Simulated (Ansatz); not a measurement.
## How the Voigt–Reuss–Hill shear modulus of CsCl-type AuZn (cubic form, which distorts at low temperature) moves with the method

No measured value is used here.

```json
[
 {"level (code)": "LDA (Ansatz)", "value (GPa)": "22.4", "cell (Å³/atom)": "14.84"},
 {"level (code)": "PBE (Ansatz)", "value (GPa)": "16.8", "cell (Å³/atom)": "16.18"},
 {"level (code)": "PBEsol (Ansatz)", "value (GPa)": "20.9", "cell (Å³/atom)": "15.31"},
 {"level (code)": "r²SCAN (Ansatz)", "value (GPa)": "18.5", "cell (Å³/atom)": "15.61"}
]
```

Density-functional levels without +SOC have no spin–orbit coupling. LDA, PBE, PBEsol, r²SCAN: symmetry holds this phase in the static calculation, where it need not be a minimum. Each level is taken at its own relaxed cell. Cutoffs differ between the levels. Ansatz's density-functional and Hartree–Fock values are scalar-relativistic unless marked +SOC, with PAW data made under PBE.

Ansatz is an electronic-structure program.
